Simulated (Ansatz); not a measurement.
# PbO (space group Pbcm, No. 57)

PbO has the orthorhombic space group Pbcm (No. 57), Pearson symbol oP8. Cell: a = 5.9294 Å, b = 5.5077 Å, c = 4.7067 Å, α = 90.00°, β = 90.00°, γ = 90.00°. Pb on 4d is surrounded by 2 O at 2.226–2.256 Å and 2 O at 2.464 Å. O on 4d is coordinated by 2 Pb at 2.226–2.256 Å and 2 Pb at 2.464 Å. (Neighbours: up to the widest gap in distance over summed covalent radii, below 1.35, at either atom; cation-cation and far metal-metal contacts left out.)

Calculations: r2SCAN+rVV10, PAW, 500 eV (Ansatz, a first-principles code; no spin-orbit coupling). Settings: 6×6×7 k-points, 0.05 eV Fermi–Dirac smearing.

```json
{
  "volume_per_atom": "19.21 Å³",
  "density": "9.64 g/cm³",
  "band_gap": "2.51 eV (uncertain: the edges found on the path are not clean extrema)",
  "total_energy": "-6242.882 eV/atom (σ→0; compares only within this code and set-up)"
}
```

Spin-orbit coupling, missing from the scalar runs, can matter with Pb. Stability against distortions was not tested.
